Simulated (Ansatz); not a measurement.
Density of states of Tl$_{3}$In (Cmmm) near the Fermi level, PBEsol, rigid bands in Ansatz (an electronic-structure program).

```
E − E_F (eV) | states/eV/cell
    -1.95 | ############## 1.09
    -1.85 | ################ 1.23
    -1.75 | ################# 1.34
    -1.65 | ################## 1.38
    -1.55 | ################### 1.46
    -1.45 | #################### 1.54
    -1.35 | ##################### 1.61
    -1.25 | ###################### 1.71
    -1.15 | ####################### 1.84
    -1.05 | ######################### 1.97
    -0.95 | ############################# 2.23
    -0.85 | ############################## 2.35
    -0.75 | ############################# 2.26
    -0.65 | ############################ 2.20
    -0.55 | ########################### 2.11
    -0.45 | ########################## 2.05
    -0.35 | ######################### 1.94
    -0.25 | ####################### 1.84
    -0.15 | ####################### 1.79
    -0.05 | ###################### 1.69
     0.05 | ###################### 1.69
     0.15 | ####################### 1.78
     0.25 | ####################### 1.82
     0.35 | ####################### 1.83
     0.45 | ####################### 1.83
     0.55 | ######################## 1.86
     0.65 | ######################## 1.88
     0.75 | ######################## 1.91
     0.85 | ######################### 1.95
     0.95 | ######################### 1.98
     1.05 | ########################## 2.03
     1.15 | ########################## 2.07
     1.25 | ########################### 2.10
     1.35 | ########################### 2.11
     1.45 | ########################### 2.09
     1.55 | ########################### 2.09
     1.65 | ########################### 2.10
     1.75 | ########################### 2.10
     1.85 | ########################### 2.12
```

Task: With 4 atoms a cell, what bare Sommerfeld coefficient γ = (π²/3) k_B² N(E_F) follows?

Result: N(E_F) ≈ 1.68 states/eV a cell at 300 K, so γ ≈ 0.99 mJ/(mol of atoms·K²), before electron-phonon enhancement.

Task: How far does the Fermi level move in a rigid band for 0.1 electron a cell added or removed?

Result: 59 meV and -59 meV.

A metal at this level (no band gap); rigid bands, thermally averaged at 300 K, both spins. Spin-orbit coupling is left out, which matters with elements this heavy. Geometry: cell and atoms relaxed with PBEsol.

Computed structure, not matched to a measured one here, so possibly hypothetical: Tl3In (Cmmm).
